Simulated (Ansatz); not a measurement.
Take CdTe in the zinc blende structure (space group F-43m, No. 216; a = 6.558 Å) as the base. Axes: x, y, z lie along the cube axes.

Now apply this change: biaxial strain +1.28 %, plane normal [001], relaxed out of plane (Cartesian); in-plane vectors clamped, the third vector and the atoms free.

Levels (all Ansatz, an electronic-structure program, PAW, earlier PAW set): r2SCAN (500 eV, no spin-orbit coupling); HSE06 (420 eV, no spin-orbit coupling); HSE06+SOC (420 eV, noncollinear with spin-orbit coupling).

At the geometry relaxed with r2SCAN, these levels gave the following band gaps, in shuffled order: (a) 1.42 eV, (b) 1.07 eV, (c) 1.14 eV.

**Question.** Match each gap to its level.

**Answer.** (a) HSE06; (b) r2SCAN; (c) HSE06+SOC.

Single points use the geometry relaxed with r2SCAN. The spin-orbit shifts are approximate. Spin-orbit coupling, missing from the scalar runs, can matter with Te. Stability against distortions was not tested.
